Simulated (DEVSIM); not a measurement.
Device: abrupt Si p-n junction, at 400 K.

```tsv
layer (left to right)	material	thickness (μm)	Nd (cm⁻³)	Na (cm⁻³)	τn (s)	τp (s)
1	Si	3.00	-	6.4e18	1.4e-5	4.8e-7
2	Si	17.0	6.3e16	-	4.8e-7	4.8e-7
```

Left contact: ohmic. Right contact: ohmic. Voltage is applied to the left contact. Recombination: SRH at mid-gap, radiative, Auger. Mobility is μmin + (μ − μmin)/(1 + (N/Nref)^α).

The device is made up for the run: typed textbook-type constants, with dimensions and the other settings drawn at random. Values at 300 K; Nc and Nv go as T^1.5, mobilities as T to minus their exponent, the gap by Varshni's rule with the affinity fixed.

| parameter | Si |
|---|---|
| gap (eV) | 1.124 |
| affinity (eV) | 4.05 |
| permittivity | 11.7 |
| Nc (cm⁻³) | 2.86e19 |
| Nv (cm⁻³) | 3.1e19 |
| μn (cm²/Vs) | 1417 |
| μp (cm²/Vs) | 470 |
| μn,min | 52 |
| μp,min | 45 |
| Nref,n | 9.7e16 |
| Nref,p | 2.2e17 |
| αn | 0.68 |
| αp | 0.72 |
| T exponent of μn | 2.3 |
| T exponent of μp | 2.2 |
| B (cm³/s) | 4.7e-15 |
| Cn (cm⁶/s) | 2.8e-31 |
| Cp (cm⁶/s) | 9.9e-32 |
| Varshni α (eV/K) | 0.000473 |
| Varshni β (K) | 636 |

Model (solved in DEVSIM): 1D drift-diffusion, Boltzmann statistics, complete ionisation; no tunnelling, impact ionisation, image-force lowering or self-heating.

Question: Tabulate band edges, carrier densities and field at 0.9 V on the left contact.

Answer: Energies count from the Fermi level of the right contact; mesh points crowd at the junctions.

| x (μm) | Ec (eV) | Ev (eV) | n (cm⁻³) | p (cm⁻³) | field (V/cm) |
|---|---|---|---|---|---|
| 0.000 | 0.127 | -0.969 | 5000000 | 6.4e18 | 36 |
| 0.03464 | 0.127 | -0.969 | 3.4e15 | 6.4e18 | 36 |
| 0.1128 | 0.128 | -0.969 | 1.1e16 | 6.4e18 | 36 |
| 0.3075 | 0.128 | -0.968 | 3.0e16 | 6.4e18 | 36 |
| 0.9974 | 0.131 | -0.966 | 9.4e16 | 6.5e18 | 35 |
| 2.083 | 0.134 | -0.962 | 1.9e17 | 6.6e18 | 34 |
| 2.635 | 0.136 | -0.960 | 2.3e17 | 6.6e18 | 34 |
| 2.898 | 0.137 | -0.959 | 2.6e17 | 6.7e18 | 33 |
| 2.972 | 0.137 | -0.959 | 2.6e17 | 6.7e18 | 33 |
| 3.002 | 0.095 | -1.002 | 9.2e17 | 1.9e18 | -48000 |
| 3.040 | 0.081 | -1.015 | 1.4e18 | 1.3e18 | 26 |
| 3.184 | 0.082 | -1.015 | 1.3e18 | 1.3e18 | 27 |
| 3.465 | 0.082 | -1.014 | 1.3e18 | 1.3e18 | 27 |
| 4.174 | 0.084 | -1.012 | 1.3e18 | 1.2e18 | 28 |
| 6.877 | 0.093 | -1.004 | 1.1e18 | 9.9e17 | 33 |
| 11.84 | 0.113 | -0.984 | 6.9e17 | 6.3e17 | 50 |
| 16.68 | 0.147 | -0.949 | 3.4e17 | 2.8e17 | 100 |
| 18.60 | 0.174 | -0.923 | 2.0e17 | 1.4e17 | 200 |
| 19.59 | 0.201 | -0.896 | 1.1e17 | 4.9e16 | 410 |
| 19.85 | 0.214 | -0.883 | 8.4e16 | 2.1e16 | 630 |
| 19.95 | 0.221 | -0.875 | 7.0e16 | 7.6e15 | 840 |
| 20.00 | 0.226 | -0.871 | 6.3e16 | 5.1e8 | 960 |
